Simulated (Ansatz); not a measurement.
Consider MoTe$_{2}$ (space group P6_3/mmc, No. 194; layered, stacked along the Cartesian z axis).

```xyz
6
Lattice="3.4966 0.0000 0.0000 -1.7483 3.0282 0.0000 0.0000 0.0000 13.6959" Properties=species:S:1:pos:R:3 pbc="T T T"
Te     1.7483     1.0094     5.2411
Te     0.0000     2.0188    12.0891
Te     0.0000     2.0188     8.4548
Te     1.7483     1.0094     1.6068
Mo     1.7483     1.0094    10.2720
Mo     0.0000     2.0188     3.4240
```

Cartesian axes are those of the cell as printed.

Calculations: PBE-D3(BJ)/PAW in Ansatz (a first-principles code), no spin-orbit coupling.

Modification: every lattice vector is stretched by 0.60 %; the atoms relax in the strained cell.

Task: Predict the stress tensor and what it implies for the stiffness.

Result: Stress of the strained cell less that of the base (GPa, compression positive):
```
  -1.03    0.00    0.00
   0.00   -1.03    0.00
   0.00    0.00   -0.52
```

Then B = −ΔP/(ΔV/V₀) with ΔV/V₀ = 0.0181 gives secant stiffness values (nonlinear terms included at this strain): B (at held cell shape, above the free-shape value) ≈ 47 GPa.

No phonon test of stability was made. The program warned that a D3 coordination switch lies within reach, so dispersion energies are less smooth here.
